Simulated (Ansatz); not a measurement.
**WSi2, response to strain**

Start from WSi₂ (space group I4/mmm, No. 139; a = 3.1853 Å, c = 7.7731 Å; relaxed with 0.1 eV smearing). Axes: x, y, z lie along a, b, c of the conventional cell.

Strains are applied to the cell and any free atomic positions relax.

Calculations: LDA (Ansatz, a program for electronic structure; PAW; 420 eV plane waves; no spin-orbit coupling).

Notes on the quantities. energy relative to the base: free energy F; pressure: mean of the normal stresses, compression positive.

| case | energy relative to the base | pressure | volume per atom |
|---|---|---|---|
| base | 0 meV/atom | 0.0 GPa | 13.14 Å³ |
| uniaxial strain ε_xx = −3.00 % | +18 meV/atom | 7.5 GPa | 12.75 Å³ |
| uniaxial strain ε_xx = −2.50 % | +12 meV/atom | 6.2 GPa | 12.82 Å³ |
| uniaxial strain ε_xx = −1.50 % | +4.3 meV/atom | 3.6 GPa | 12.95 Å³ |
| uniaxial strain ε_xx = −1.00 % | +1.9 meV/atom | 2.4 GPa | 13.01 Å³ |
| uniaxial strain ε_xx = −0.50 % | +0.5 meV/atom | 1.2 GPa | 13.08 Å³ |
| uniaxial strain ε_xx = +0.50 % | +0.5 meV/atom | -1.1 GPa | 13.21 Å³ |
| uniaxial strain ε_xx = +1.50 % | [?] | [?] | 13.34 Å³ |
| uniaxial strain ε_xx = +2.50 % | +11 meV/atom | -5.3 GPa | 13.47 Å³ |
| uniaxial strain ε_xx = +3.00 % | +16 meV/atom | -6.3 GPa | 13.54 Å³ |

### Question
Fill in the withheld entries from the trend.

### Answer

- uniaxial strain ε_xx = +1.50 %, energy relative to the base: +4.0 meV/atom
- uniaxial strain ε_xx = +1.50 %, pressure: -3.3 GPa

No phonon test of stability was made. All final runs are without spin polarisation.
